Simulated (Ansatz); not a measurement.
The starting structures come from a database of crystals and need not be the phases stable at ambient conditions.

 Where the default PAW files enter, the runs use the earlier of Ansatz's two default sets.

Inside the gap of an insulator the Bloch states are evanescent, with a wavenumber k + iκ along the transport direction.

Consider the following.

```xyz
3
Lattice="3.9650 0.0000 0.0000 0.0000 3.9650 0.0000 1.9825 -1.9825 2.8037" Properties=species:S:1:pos:R:3 pbc="T T T"
Hg     0.0000     0.0000     0.0000
F      1.9825     0.0000     1.4018
F      3.9650     1.9825     1.4018
```

Space group of this cell: Fm-3m, fluorite. The cell was relaxed by PBE-D3(BJ); by r2SCAN its mean pressure is -3.1 GPa.

Transport runs along the normal of the first two printed cell vectors, the (001) plane of the conventional cell.

No gap correction and no spin-orbit coupling; mid-gap values are interpolated between computed energies.

Question: Predict the band gap and the smallest decay constant κ at mid-gap from Ansatz (a quantum-chemistry and plane-wave program) with r2SCAN.

Answer: Gap 1.49 eV on a 10×10×10 mesh; κ = 0.212 1/Å, at the zone centre.
